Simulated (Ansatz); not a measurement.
This concerns the energy change on adding O to slab B from O2 (gas). Reaction: cell B + 1/2 O2 (gas) → cell A. Negative: the products are lower in energy.

Cell A: a slab of InSe (P6₃/mmc) cut along (0001), 64 atoms, hexagonal cell of 16.13 Å (225.2 Å²), symmetry P3m1 within 0.02 Å, 5.6 Å thick under 16 Å of vacuum, in-plane vectors held at the crystal's; planes from bottom to top: Se15 | In16O | In16 | Se16; added, foreign or displaced atoms, within the planes: O bound to 3 In at 2.17 Å; the host is a cell whose start was taken from, or built on, an entry of a structure database, and that this text hasn't matched to a measured one; against B it holds O more, on a cell with 16 atoms a plane; spin state with PBE: run without spin, k-point mesh 2×2×1.
```
CELL_PARAMETERS angstrom
     16.12694     0.00000     0.00000
     -8.06347    13.96634     0.00000
      0.00000     0.00000    21.12043
ATOMIC_POSITIONS crystal
  In 0.16668 0.08337 0.43373
  In 0.16652 0.08304 0.56614
  Se 0.09084 0.17414 0.37336
  Se 0.08259 0.16584 0.62736
  In 0.18261 0.34131 0.43614
  In 0.16968 0.33484 0.56890
  Se 0.09084 0.41669 0.37336
  Se 0.08259 0.41675 0.62736
  In 0.16668 0.58332 0.43373
  In 0.16652 0.58348 0.56614
  Se 0.08373 0.66627 0.37149
  Se 0.08307 0.66693 0.62697
  In 0.16633 0.83317 0.43270
  In 0.16608 0.83304 0.56512
  Se 0.08373 0.91746 0.37149
  Se 0.08307 0.91613 0.62697
  In 0.41627 0.08630 0.43167
  In 0.41642 0.08407 0.56418
  Se 0.33331 0.17414 0.37336
  Se 0.33325 0.16584 0.62736
  In 0.40869 0.34131 0.43614
  In 0.41516 0.33484 0.56890
  O  0.33333 0.41667 0.41164
  Se 0.33333 0.41667 0.63372
  In 0.40869 0.56739 0.43614
  In 0.41516 0.58032 0.56890
  Se 0.33331 0.65916 0.37336
  Se 0.33325 0.66741 0.62736
  In 0.41627 0.82996 0.43167
  In 0.41642 0.83235 0.56418
  Se 0.33357 0.91678 0.37211
  Se 0.33389 0.91695 0.62486
  In 0.66667 0.08333 0.43117
  In 0.66667 0.08333 0.56364
  Se 0.58286 0.16714 0.37032
  Se 0.58343 0.16657 0.62498
  In 0.66370 0.33373 0.43167
  In 0.66593 0.33358 0.56418
  Se 0.57586 0.41669 0.37336
  Se 0.58416 0.41675 0.62736
  In 0.66663 0.58332 0.43373
  In 0.66696 0.58348 0.56614
  Se 0.57586 0.65916 0.37336
  Se 0.58416 0.66741 0.62736
  In 0.66370 0.82996 0.43167
  In 0.66593 0.83235 0.56418
  Se 0.58286 0.91571 0.37032
  Se 0.58343 0.91686 0.62498
  In 0.92004 0.08630 0.43167
  In 0.91765 0.08407 0.56418
  Se 0.83429 0.16714 0.37032
  Se 0.83314 0.16657 0.62498
  In 0.92004 0.33373 0.43167
  In 0.91765 0.33358 0.56418
  Se 0.83322 0.41643 0.37211
  Se 0.83305 0.41611 0.62486
  In 0.91683 0.58367 0.43270
  In 0.91696 0.58392 0.56512
  Se 0.83254 0.66627 0.37149
  Se 0.83387 0.66693 0.62697
  In 0.91683 0.83317 0.43270
  In 0.91696 0.83304 0.56512
  Se 0.83322 0.91678 0.37211
  Se 0.83305 0.91695 0.62486
```

Cell B: a slab of InSe (P6₃/mmc) cut along (0001), 63 atoms, hexagonal cell of 16.13 Å (225.2 Å²), symmetry P3m1 within 0.02 Å, 5.7 Å thick under 15 Å of vacuum, in-plane vectors held at the crystal's; planes from bottom to top: Se15 | In16 × 2 | Se16; Se missing from the crystal's sites; the host is a cell whose start was taken from, or built on, an entry of a structure database, and that this text hasn't matched to a measured one; spin state with PBE: run without spin, k-point mesh 2×2×1.
```xyz
63
Lattice="16.1269 0.0000 0.0000 -8.0635 13.9663 0.0000 0.0000 0.0000 21.1204" Properties=species:S:1:pos:R:3 pbc="T T T"
In     2.0159     1.1652     9.1702
In     2.0159     1.1509    11.9624
Se     0.0635     2.4657     7.9201
Se     0.0010     2.3212    13.2450
In     0.3044     4.8312     9.2035
In     0.0742     4.6983    12.0324
Se    -1.8646     5.8053     7.9201
Se    -2.0210     5.8234    13.2450
In    -2.0147     8.1464     9.1702
In    -2.0271     8.1535    11.9624
Se    -4.0190     9.3036     7.8464
Se    -4.0400     9.3157    13.2528
In    -4.0394    11.6342     9.1438
In    -4.0418    11.6328    11.9422
Se    -6.0476    12.8171     7.8464
Se    -6.0476    12.7929    13.2528
In     6.0197     1.2124     9.1303
In     6.0401     1.1778    11.9268
Se     3.9683     2.4657     7.9201
Se     4.0307     2.3212    13.2450
In     3.7273     4.8312     9.2035
In     3.9576     4.6983    12.0324
Se     2.0159     5.8193    13.4783
In     2.0159     7.7955     9.2035
In     2.0159     8.0614    12.0324
Se     0.0878     9.1869     7.9201
Se    -0.0061     9.3133    13.2450
In     0.0281    11.5902     9.1303
In     0.0083    11.6251    11.9268
Se    -2.0113    12.8051     7.8753
Se    -2.0109    12.8053    13.2013
In    10.0793     1.1639     9.1135
In    10.0793     1.1639    11.9137
Se     8.0518     2.3345     7.8269
Se     8.0672     2.3256    13.2143
In     8.0075     4.6554     9.1303
In     8.0476     4.6550    11.9268
Se     5.8963     5.8053     7.9201
Se     6.0527     5.8234    13.2450
In     6.0465     8.1464     9.1702
In     6.0588     8.1535    11.9624
Se     3.9439     9.1869     7.9201
Se     4.0379     9.3133    13.2450
In     4.0037    11.5902     9.1303
In     4.0234    11.6251    11.9268
Se     2.0159    12.7890     7.8269
Se     2.0159    12.8068    13.2143
In    14.1390     1.2124     9.1303
In    14.1186     1.1778    11.9268
Se    12.1069     2.3345     7.8269
Se    12.0914     2.3256    13.2143
In    12.1512     4.6554     9.1303
In    12.1111     4.6550    11.9268
Se    10.0793     5.8141     7.8753
Se    10.0793     5.8136    13.2013
In    10.0793     8.1559     9.1438
In    10.0793     8.1587    11.9422
Se     8.0508     9.3036     7.8464
Se     8.0718     9.3157    13.2528
In     8.0711    11.6342     9.1438
In     8.0736    11.6328    11.9422
Se     6.0431    12.8051     7.8753
Se     6.0426    12.8053    13.2013
```

Reference: an isolated O2 molecule (triplet) in a box of 11 × 11 × 13 Å.

Computed with Ansatz (plane waves, PAW), its default PAW set, cutoff 420 eV, 500 eV for r2SCAN. The structures are at rest with PBE+D3(BJ), within the held lattices; other levels are single points on them. HSE06 runs on coarser k-point meshes, mended by the PBE difference between the two meshes. Neutral cells; Fermi-Dirac smearing of at most 0.05 eV in the solids, energies taken to zero width. The lattices are those relaxed with PBE+D3(BJ), so at other levels the solids can be strained, which adds to the spread. Larger cells are relaxed from a start prepared with the learned potential CHGNet, on a coarser mesh till forces fall under 0.03 eV/Å, which some starts already meet. A dispersion term (D3(BJ), or D4 for r2SCAN) was computed beside these levels and is taken off wherever the name lacks it. The PAW files were made for PBE and serve at the other functionals too. Space groups of crystals are read within 0.01 Å. No zero-point or thermal terms. No structure search was made; lower ones may exist. The runs are scalar-relativistic, without spin-orbit coupling. Values are for these cell sizes. Cell A has symmetry P3m1 within 0.02 Å and got no random move, so less symmetric positions, which may lie lower, weren't tried. Cell B has symmetry P3m1 within 0.02 Å and got no random move, so less symmetric positions, which may lie lower, weren't tried.

Q: What value does PBE+D3(BJ) give?

A: -3.18 eV, for cell B + 1/2 O2 (gas) → cell A.

Q: How does the value move with the functional?

A: 
| Functional | value (eV) | less PBE+D3(BJ) |
|---|---|---|
| PBE | -3.06 | 0.12 |
| r2SCAN | -3.46 | -0.28 |
| r2SCAN+D4 | -3.52 | -0.34 |
| HSE06 | -3.25 | -0.07 |

The levels shown span 0.46 eV, from r2SCAN+D4 (-3.52) to PBE (-3.06).

Ansatz is an electronic-structure program.
